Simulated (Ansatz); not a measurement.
Structures of equal composition on the (110) surface of germanium: Si on one of 2 surface atoms, H on every dangling bond; Si on one of 2 atoms of the third shell, H on every dangling bond; Si on one of 2 atoms under the surface, H on every dangling bond. The slabs share one bottom face, and each structure is named by its start. These are constructed structures in small cells; real faces may alloy, dewet or reconstruct in larger ones, and not all known structures of the face are among them. Slabs of about 15 Å, Fermi-Dirac smearing of 0.025 eV. Bottom of the slabs: built like the top, H on every dangling bond, free. Relaxed from the named starts with such symmetry as they have, on meshes of like density; energies extrapolated to zero smearing; spin only where a row says so; no spin-orbit coupling, no U. Brackets mark spin-polarised runs, whose order is one that fits the cell. Where a second, spin-polarised start was run, the lower counts.

Method: PBE (plane waves to 420 eV, PAW; Ansatz, a quantum-chemistry and plane-wave program).

Problem. Put the candidates in order of energy per 1x1 cell, lowest first, for PBE.

Solution. Si on one of 2 surface atoms, H on every dangling bond (0.000 eV), Si on one of 2 atoms under the surface, H on every dangling bond (0.148 eV), Si on one of 2 atoms of the third shell, H on every dangling bond (0.162 eV)
